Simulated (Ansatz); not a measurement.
Here is the system:

```
LaTe
1.0
    0.00000     3.19449     3.19449
    3.19449     0.00000     3.19449
    3.19449     3.19449     0.00000
La Te
1 1
Direct
  0.00000   0.00000   0.00000
  0.50000   0.50000   0.50000
```

These are PBEsol, DFPT electron-phonon coupling, linearised Boltzmann equation (plane waves, PAW, scalar-relativistic; Ansatz, a first-principles code) values and carry that method's errors. How the cell was made: relaxed with this functional, without spin-orbit coupling.

Estimate the phonon-limited resistivity at 300 K, by direction if it differs.

24 μΩ·cm.

How long is the mean free path there?

6.3 nm, weighted by the current that each state carries. Wires not much wider than this gain resistivity from their walls.

A metal at this level (no band gap). Only scattering by harmonic phonons is included (no impurities, grain boundaries, electron-electron scattering or thermal expansion). Spin-orbit coupling is left out. The run warned that the eigensolver left some states short of its tolerance. Halving the electron mesh (24x24x24) moves the resistivity by up to 8 % at 300 K, the mean free path by up to 5 %. Smearing 0.20 eV; phonons on a 4x4x4 q mesh, which this run doesn't test.

Formula and space group known from diffraction (Crystallography Open Database), not checked to be the room-temperature form: LaTe (Fm-3m).
